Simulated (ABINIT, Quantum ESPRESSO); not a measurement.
A Quantum ESPRESSO input for a self-consistent single point of RbPbF₃ (Pm-3m, 5 atoms in the cell) (DFT, PBEsol, plane waves, PseudoDojo standard norm-conserving (PBESOL) pseudopotentials):

```fortran
&CONTROL
  calculation = 'scf'
  prefix = 'RbPbF3'
  outdir = './tmp'
  pseudo_dir = './'
  tprnfor = .true.
  tstress = .true.
/
&SYSTEM
  ibrav = 1
  A = 4.7644860000
  nat = 5
  ntyp = 3
  ecutwfc = 85
  occupations = 'fixed'
  nbnd = 26
/
&ELECTRONS
  conv_thr = 1.0d-10
  mixing_beta = 0.7
/
ATOMIC_SPECIES
Rb    85.4678  Rb.upf
Pb   207.2000  Pb.upf
F     18.9984  F.upf
ATOMIC_POSITIONS {angstrom}
Rb    0.0000000000    0.0000000000    0.0000000000
Pb    2.3822430000    2.3822430000    2.3822430000
F     0.0000000000    2.3822430000    2.3822430000
F     2.3822430000    0.0000000000    2.3822430000
F     2.3822430000    2.3822430000    0.0000000000
K_POINTS {automatic}
4 4 4  0 0 0
```

Question: Write the same calculation as an input for ABINIT.

Answer: One input that does it (others would too):

```
# RbPbF3, PseudoDojo nc-sr-04 PBEsol standard
pp_dirpath "./"
pseudos "Rb.upf, Pb.upf, F.upf"
acell 4.7644860000 4.7644860000 4.7644860000 Angstrom
rprim
         1.0000000000    0.0000000000    0.0000000000
         0.0000000000    1.0000000000    0.0000000000
         0.0000000000    0.0000000000    1.0000000000
natom 5
ntypat 3
znucl 37 82 9
typat 1 2 3 3 3
xred
         0.0000000000    0.0000000000    0.0000000000
         0.5000000000    0.5000000000    0.5000000000
         0.0000000000    0.5000000000    0.5000000000
         0.5000000000    0.0000000000    0.5000000000
         0.5000000000    0.5000000000    0.0000000000
ecut 1143 eV
ixc -116133
occopt 1
nband 26
kptopt 1
ngkpt 4 4 4
nshiftk 1
shiftk 0 0 0
nstep 80
tolvrs 1.0e-11
prtwf 0
prtden 0
prtvol 1
enunit 2
```

Basis, cutoffs, solver keys and any potentials are the target program's own. This input uses DFT, PBEsol, plane waves, norm-conserving pseudopotentials (PseudoDojo nc-sr-04 PBEsol standard). Both were run: pressure 0.56 GPa in Quantum ESPRESSO and 0.56 in ABINIT; gap on the mesh 2.756 eV in Quantum ESPRESSO and 2.756 in ABINIT.

On ABINIT: the starting cell comes from a database of computed structures (which also holds hypothetical and non-ambient phases and stackings), without a prior relaxation at this level. For this run, on top of that: lattice scaled by 0.98. Spin-orbit coupling is off.

On Quantum ESPRESSO: the starting cell comes from a database of computed structures (which also holds hypothetical and non-ambient phases and stackings), without a prior relaxation at this level. For this run, on top of that: lattice scaled by 0.98. Spin-orbit coupling is off.
